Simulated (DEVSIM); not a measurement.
System: Co/SiON/n-In0.53Ga0.47As capacitor, at 300 K.

Layer 1 from the left is SiON, thickness (nm) 1.80. Layer 2 from the left is In0.53Ga0.47As, thickness (nm) 5000, Nd (cm⁻³) 1.3e16.

Metal gate on the left, work function 5 eV. Fixed charge at the semiconductor interface -1.2e11 cm⁻² (in units of +e); no interface traps.

This is a model device: material constants are rounded textbook-type values typed into the input, and sizes, dopings and lifetimes were drawn at random. Values at 300 K.

SiON: gap (eV) 7, affinity (eV) 1.4, permittivity 5.5. In0.53Ga0.47As: gap (eV) 0.74, affinity (eV) 4.51, permittivity 13.9, Nc (cm⁻³) 2.1e17, Nv (cm⁻³) 7.7e18.

Task: Estimate by hand the flat-band voltage, the threshold voltage, and compare with a numerical solution.

Result: 
- Flat-band voltage: C = 2.71 μF/cm², work-function difference 0.418 V; VFB = φms − qNf/C = 0.43 V; numerical 0.43 V.
- Threshold voltage: φF = 0.252 V, depletion charge √(4εqNφF) = 5.08e-8 C/cm²; VT = VFB − 2φF − Qd/C = -0.10 V; numerical -0.10 V.

Simulated with DEVSIM: 1D Poisson equation in equilibrium, Boltzmann statistics, complete ionisation; no quantum confinement or tunnelling. Metal contacts follow the ideal Schottky-Mott rule: no Fermi-level pinning, no interface dipoles.
